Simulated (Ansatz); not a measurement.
We consider L1₀ (CuAu-type) CuAu, described by PBE-D4 (Ansatz, an electronic-structure program, plane waves, PAW).

Run with plane-wave cutoff 500 eV, 20×20×16 k mesh (along the axes of the cell as run), Fermi–Dirac smearing 0.1 eV, no spin polarisation, scalar-relativistic PAW data made under PBE.

Computed at the level's own relaxed cell.

Problem. Predict the equilibrium volume per atom, lattice constant a and c axis length.

Solution. 
equilibrium volume per atom: 14.46 Å³/atom
lattice constant a: 2.832 Å
c axis length: 3.604 Å

Measured, for comparison: lattice constant a 2.8 Å (temperature not stated, no zero-point or thermal correction; as tabulated in Nepal et al. (2019), arXiv:1905.09348); lattice parameter c 3.67 Å (temperature not stated, no zero-point or thermal correction; as tabulated in Mehl et al. (2016), arXiv:1607.02532). Computed (rounded) less measured: lattice constant a +1.1 %, lattice parameter c -1.8 %. A static lattice is as a rule a little smaller and stiffer than an uncorrected measurement, which narrows the difference in the lattice parameter c and would widen misses of the other sign.

Spin–orbit coupling is not included; it can shift volumes and moduli of such heavy elements.

Static lattice: no zero-point or thermal effects.
